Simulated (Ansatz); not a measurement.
The reference is AlN in the wurtzite structure (space group P6_3mc, No. 186; a = 3.1302 Å, c = 5.0180 Å). Axes: x lies along a and z along c of the hexagonal cell.

Method: Ansatz (a program for electronic structure) PBE, no spin-orbit coupling.

For the base:

| Item | Value |
|---|---|
| Band gap | 4.03 eV |
| Shortest interatomic distance | 1.902 Å |

Now apply this change: compressive biaxial strain of 2.40 % in the plane normal to [001], as in epitaxy on a mismatched substrate; the out-of-plane cell vector and the atoms relax.

Question: What does the calculation give for the electron mass after the change?

Answer: The electron mass is 0.28 mₑ out of plane, 0.32 mₑ in plane (at Γ).

Question: How does this affect the band gap?

Answer: The band gap grows by 0.352 eV (4.03 eV → 4.39 eV).

Question: How does this affect the out-of-plane strain?

Answer: The out-of-plane strain is +1.26 %.

Question: What happens to the shortest interatomic distance?

Answer: The shortest interatomic distance decreases by 0.0279 Å to 1.875 Å.

Effective masses come from finite differences of ±0.01 Å⁻¹. Whether these cells are dynamically stable was not tested.
